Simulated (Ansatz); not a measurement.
The starting structures come from a database of crystals and need not be the phases stable at ambient conditions.

 Where the default PAW files enter, the runs use the earlier of Ansatz's two default sets.

Inside the gap of an insulator the Bloch states are evanescent, with a wavenumber k + iκ along the transport direction.

```
CELL_PARAMETERS angstrom
      4.68200     0.00000     0.00000
     -2.34100     4.05473     0.00000
      0.00000     0.00000     7.43781
ATOMIC_POSITIONS crystal
  Mg 0.33333 0.66667 0.99599
  Mg 0.66667 0.33333 0.49599
  Te 0.33333 0.66667 0.37401
  Te 0.66667 0.33333 0.87401
```

Space group of this cell: P6_3mc, wurtzite. The cell is strained (lengths across the current scaled by 1.02, ions clamped); by PBEsol its mean pressure is -1.8 GPa.

Transport runs along the normal of the first two printed cell vectors, the (001) (indices of the unstrained crystal) plane of the conventional cell.

The gap is the functional's own, uncorrected, and κ follows it; spin-orbit coupling is left out. Mid-gap values are interpolated between the computed energies.

Q: Predict the band gap and the smallest decay constant κ at mid-gap from Ansatz (an electronic-structure program) with PBEsol.

A: Gap 2.10 eV on a 12×12×4 mesh; κ = 0.142 1/Å, at the zone centre.
